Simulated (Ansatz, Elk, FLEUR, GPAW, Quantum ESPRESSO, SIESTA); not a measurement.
# Code comparison for MnZn3 (Pm-3m, 4 atoms in the cell)

Self-consistent single point.

```yaml
crystal:
  lattice:
    - [3.72623, 0.00000, 0.00000]
    - [0.00000, 3.72623, 0.00000]
    - [0.00000, 0.00000, 3.72623]
  atoms:
    - { symbol: Mn, position: [0.00000, 0.00000, 0.00000], spin: 4.0 }
    - { symbol: Zn, position: [0.00000, 0.50000, 0.50000] }
    - { symbol: Zn, position: [0.50000, 0.00000, 0.50000] }
    - { symbol: Zn, position: [0.50000, 0.50000, 0.00000] }
```
(The spins are starting values, not results.)

Shared settings, as Ansatz (a quantum-chemistry and plane-wave program) writes them: kpoints.mp_grid.grid = 6 6 6; scf.occupations.method = fermi_dirac; scf.occupations.width = 0.1 eV. Potentials and cutoffs stand in the table.

```
code                                                                                                                                 model  pressure (GPa)  size of the net moment (μB/atom)           cutoff
----------------  ------------------------------------------------------------------------------------------------------------------------  --------------  --------------------------------  ---------------
SIESTA            LDA PW92, numerical atomic orbitals DZP, PseudoDojo LDA standard norm-conserving potentials (rewritten from UPF to PSML)           -6.08                              0.54      grid 300 Ry
FLEUR                                                         LDA (Perdew-Zunger), all-electron FLAPW (FLEUR), scalar-relativistic valence               –                              0.48  Kmax 4.3 1/bohr
Ansatz                                                                                         LDA (PW92), default PAW files made with PBE           -6.40                              0.52          default
Quantum ESPRESSO                                                                       LDA (PZ), GBRV 1.5 ultrasoft (LDA) pseudopotentials           -6.77                              0.53            50 Ry
Elk                                                    LDA (PW92), all-electron FP-LAPW, Elk's shipped species files, default APW+lo basis               –                              0.51         rgkmax 7
GPAW                                                                         LDA (Perdew-Wang 92), GPAW PAW datasets LDA (gpaw-data 1.0.1)           -6.85                              0.50           800 eV
```

A dash marks a value that a program does not give, or that is left out as unsure.

On Ansatz's run: with one magnetic atom in the cell only a parallel order is possible.

The spread over the programs that give each value: pressure within 0.77 GPa; size of the net moment within 0.06 μB/atom.

SIESTA uses small atom-centred bases, whose incompleteness enters pressures, forces and empty levels differently from a plane-wave cutoff. FLEUR and Elk treat all electrons, but the usual bases taken here (sphere radii, linearisation, local orbitals, empty states) were not tested for convergence, so the values are no reference for the others. Ansatz's pressure is given at a fixed set of plane waves, as the other plane-wave codes print theirs; with its correction for the finite basis it is -6.33 GPa. The same LDA comes in different parametrisations, which differ slightly.

The starting cell comes from a database of computed structures (which also holds hypothetical and non-ambient phases and stackings), without a prior relaxation at this level. Its lattice was rescaled by a random factor within 2.5 % of one.

Keys are those of Ansatz 0.2.
